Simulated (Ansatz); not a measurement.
# SiC: response to strain

The parent structure is SiC in the zinc blende structure (space group F-43m, No. 216).

```
SiC
1.0
    0.00000     2.16449     2.16449
    2.16449     0.00000     2.16449
    2.16449     2.16449     0.00000
Si C
1 1
Direct
  0.00000   0.00000   0.00000
  0.25000   0.25000   0.25000
```

Cartesian axes are those of the cell as printed.

Strains are applied to the cell and any free atomic positions relax.

All numbers come from LDA/PAW in Ansatz (a quantum-chemistry and plane-wave program), no spin-orbit coupling.

Notes on the quantities. pressure: mean of the normal stresses, compression positive.

```tsv
variant	pressure	volume per atom	electron mass
base	0.00 GPa	10.14 Å³	0.68 mₑ along k, 0.23 mₑ across (at X)
uniaxial strain ε_zz = −3.00 %	7.33 GPa	9.84 Å³	0.63 mₑ along k, 0.23 mₑ across (at X)
uniaxial strain ε_zz = −2.50 %	6.04 GPa	9.89 Å³	0.64 mₑ along k, 0.23 mₑ across (at X)
uniaxial strain ε_zz = −1.50 %	3.55 GPa	9.99 Å³	0.65 mₑ along k, 0.23 mₑ across (at X)
uniaxial strain ε_zz = −1.00 %	2.34 GPa	10.04 Å³	0.66 mₑ along k, 0.23 mₑ across (at X)
uniaxial strain ε_zz = −0.50 %	1.16 GPa	10.09 Å³	0.67 mₑ along k, 0.23 mₑ across (at X)
uniaxial strain ε_zz = +0.50 %	-1.14 GPa	10.19 Å³	0.67 mₑ along k, 0.23 mₑ across (at X)
uniaxial strain ε_zz = +1.50 %	___	10.29 Å³	0.67 mₑ along k, 0.23 mₑ across (at X)
uniaxial strain ε_zz = +2.50 %	-5.45 GPa	10.39 Å³	0.67 mₑ along k, 0.23 mₑ across (at X)
uniaxial strain ε_zz = +3.00 %	-6.47 GPa	10.44 Å³	0.67 mₑ along k, 0.23 mₑ across (at X)
```

**Question.** What belongs in the blanks?

**Answer.** 
- uniaxial strain ε_zz = +1.50 %, pressure: -3.34 GPa

The levels and masses belong to the bands next to the band gap. Effective masses come from finite differences of ±0.01 Å⁻¹. Along k means along the line from Γ to the band edge. Stability against distortions was not tested.
